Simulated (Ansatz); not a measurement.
Consider Nb in the bcc (W type) structure (space group Im-3m, No. 229; a = 3.3115 Å; relaxed with 0.1 eV smearing).

Computed with PBE/PAW in Ansatz (a first-principles code), scalar-relativistic without spin-orbit coupling.

For the base:

* **Pressure**: 0.0 GPa

Modification: the cell is scaled by 1.0150 in all directions, atoms relaxed at fixed cell.

Estimate the effect on the energy relative to the base and pressure.

The energy goes up by 19 meV/atom; the pressure goes from zero to -6.9 GPa.

The cells carry an imposed strain or load. Stability against distortions was not tested. All final runs are without spin polarisation.
